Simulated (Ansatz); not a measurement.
**Response to strain in Pd**

The parent structure is Pd in the fcc (Cu type) structure (space group Fm-3m, No. 225; a = 3.841 Å; relaxed with 0.1 eV smearing).

Strains are applied to the cell and any free atomic positions relax.

Calculations: LDA, PAW, 420 eV (Ansatz, a program for electronic structure; no SOC).

Notes on the quantities. energy relative to the base: free energy F.

```tsv
case	energy relative to the base	pressure	shortest interatomic distance
base	0 meV/atom	0.0 GPa	2.716 Å
isotropic strain −2.50 %	+63 meV/atom	21.0 GPa	2.648 Å
isotropic strain −2.00 %	+39 meV/atom	16.1 GPa	2.662 Å
isotropic strain −1.50 %	?	11.5 GPa	2.676 Å
isotropic strain −1.00 %	+9.4 meV/atom	7.4 GPa	2.689 Å
isotropic strain −0.50 %	+2.3 meV/atom	?	2.703 Å
isotropic strain +0.50 %	+2.2 meV/atom	-3.2 GPa	2.730 Å
isotropic strain +2.00 %	+33 meV/atom	-11.4 GPa	2.771 Å
isotropic strain +2.50 %	+50 meV/atom	-13.7 GPa	2.784 Å
isotropic strain +3.00 %	+71 meV/atom	-15.7 GPa	2.798 Å
```

**Question.** Fill in the withheld entries from the trend.

**Answer.** 
- isotropic strain −1.50 %, energy relative to the base: +22 meV/atom
- isotropic strain −0.50 %, pressure: 3.5 GPa

No phonon test of stability was made. The final runs are not spin-polarised. Pd lies near a magnetic instability that expansion can trigger; it was not tested.
